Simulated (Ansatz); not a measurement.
We consider cubic perovskite BaHfO₃, described by LDA (Ansatz, a program for electronic structure, plane waves, PAW).

Numerical settings: plane-wave cutoff 520 eV, 6×6×6 k mesh, scalar-relativistic PAW data made under PBE.

Computed at the level's own relaxed cell.

Elastic tensor (GPa, Voigt notation, ions relaxed):

```
  372.5    87.7    87.7     0.0     0.0     0.0
   87.7   372.5    87.7     0.0     0.0     0.0
   87.7    87.7   372.5     0.0     0.0     0.0
    0.0     0.0     0.0    95.9     0.0     0.0
    0.0     0.0     0.0     0.0    95.9     0.0
    0.0     0.0     0.0     0.0     0.0    95.9
```

Worked from these constants: the tetragonal shear constant is C′ = (C11 − C12)/2 = 142.4 GPa against C44 = 95.9 GPa, so the C44 shear is the softer. The Zener ratio C44/C′ is 0.67 (1 for an isotropic solid), and the Cauchy pressure C12 − C44 is -8.2 GPa. With C11 + 2C12 = 547.9 GPa all three Born conditions hold; they don't test modes at the zone boundary.

Spin–orbit coupling is not included.
